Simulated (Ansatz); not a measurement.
Response to strain in HgS

The reference is HgS in the zinc blende structure (space group F-43m, No. 216).

```xyz
2
Lattice="0.0000 2.9379 2.9379 2.9379 0.0000 2.9379 2.9379 2.9379 0.0000" Properties=species:S:1:pos:R:3 pbc="T T T"
Hg     0.0000     0.0000     0.0000
S      4.4069     4.4069     4.4069
```

Cartesian axes are those of the cell as printed.

Strains are applied to the cell and any free atomic positions relax; under biaxial strain the out-of-plane vector relaxes too.

All numbers come from Ansatz (a quantum-chemistry and plane-wave program), PBEsol, PAW, cutoff 420 eV, scalar-relativistic without spin-orbit coupling.

Candidates:
(a) isotropic strain +4.60 %
(b) biaxial strain +2.14 %, plane normal [001], relaxed out of plane
(c) uniaxial strain ε_xx = +4.04 %
(d) uniaxial strain ε_xx = +2.85 %

Notes on the quantities. energy relative to the base: free energy F.

### Question
Order them by energy relative to the base, highest first.

### Answer
(a) isotropic strain +4.60 % (+76 meV/atom), (c) uniaxial strain ε_xx = +4.04 % (+8.9 meV/atom), (d) uniaxial strain ε_xx = +2.85 % (+4.5 meV/atom), (b) biaxial strain +2.14 %, plane normal [001], relaxed out of plane (+2.9 meV/atom)

The mesh was chosen for an insulator and is coarse for the gapless case. Stability against distortions was not tested. All final runs are without spin polarisation.
